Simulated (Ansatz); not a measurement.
The starting structures come from a database of crystals and need not be the phases stable at ambient conditions.

 Where the default PAW files enter, the runs use the earlier of Ansatz's two default sets.

Evanescent states of SrHfN2 (R-3m, not sure to be the ambient phase, 4 atoms a cell, 14.4 Å³ an atom, -2 GPa at this level) along the normal of (001)

Level of theory: r2SCAN (plane waves, PAW; Ansatz, an electronic-structure program).

No gap correction and no spin-orbit coupling; mid-gap values are interpolated between computed energies.

Energies count from the valence-band top; κ is the least over a 12×12 mesh across the current.

| E (eV) | κ (1/Å) | where |
|---|---|---|
| 0.03 | 0.079 | Γ |
| 0.07 | 0.129 | Γ |
| 0.12 | 0.140 | Γ |
| 0.17 | 0.145 | off Γ |
| 0.23 | 0.142 | off Γ |
| 0.28 | 0.137 | off Γ |
| 0.33 | 0.131 | off Γ |
| 0.38 | 0.124 | off Γ |
| 0.42 | 0.115 | off Γ |
| 0.47 | 0.104 | off Γ |
| 0.53 | 0.090 | off Γ |
| 0.57 | 0.072 | off Γ |
| 0.62 | 0.044 | off Γ |

Problem. How thick must the barrier be to attenuate the transmission by 10^8 when the electrodes' Fermi level lies at 0.17 eV, and what attenuation does that film give at 0.12 eV?

Solution. d = 8 ln 10 / (2 × 0.145) = 63.5 Å. At 0.12 eV it gives 8 × 0.140/0.145 = 7.7 decades.
